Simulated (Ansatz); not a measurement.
The reference is BiB in the zinc blende structure (space group F-43m, No. 216; a = 5.4921 Å; a hypothetical phase, not in the database extracts checked).

One thing is altered: every Bi is replaced by N, then cell and atoms are relaxed.

Levels (all Ansatz, a first-principles code, PAW, earlier PAW set): r2SCAN (500 eV, scalar-relativistic without spin-orbit coupling); HSE06 (420 eV, scalar-relativistic without spin-orbit coupling).

The geometry is relaxed with r2SCAN.

```
Item              Result
---------------  -------
r2SCAN band gap  4.99 eV
```

Question: What does HSE06 give at this geometry for the band gap?

Answer: The band gap rises by 0.80 eV to 5.79 eV.

Single points use the geometry relaxed with r2SCAN. The hybrid gap comes from the SCF mesh plus the semilocal run's edge points and a few special points and is an upper bound. No phonon test of stability was made.
